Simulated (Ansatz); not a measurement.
Consider GaN in the wurtzite structure (space group P6_3mc, No. 186).

```yaml
crystal:
  lattice:
    - [3.18312, 0.00000, 0.00000]
    - [-1.59156, 2.75667, 0.00000]
    - [0.00000, 0.00000, 5.18363]
  atoms:
    - { symbol: Ga, position: [0.66667, 0.33333, 0.00099] }
    - { symbol: Ga, position: [0.33333, 0.66667, 0.50099] }
    - { symbol: N, position: [0.66667, 0.33333, 0.62421] }
    - { symbol: N, position: [0.33333, 0.66667, 0.12421] }
```

Cartesian axes are those of the cell as printed.

The values are results of r2SCAN, PAW, 500 eV (Ansatz, an electronic-structure program; without spin-orbit coupling), not measurements.

It is then changed as follows: every lattice vector is stretched by 1.30 %, atoms relaxed at fixed cell.

Question: Predict the stress tensor and what it implies for the stiffness.

Answer: Stress of the strained cell less that of the base (GPa, compression positive):
```
  -7.03    0.00    0.00
   0.00   -7.03    0.00
   0.00    0.00   -6.98
```

Then B = −ΔP/(ΔV/V₀) with ΔV/V₀ = 0.0395 gives secant stiffness values (nonlinear terms included at this strain): B (at held cell shape, above the free-shape value) ≈ 178 GPa.

As a check, the harmonic strain energy −½ V₀ Δσ:ε is 9.7 meV/atom; the computed energy rise is 10 meV/atom.

Whether these cells are dynamically stable was not tested.
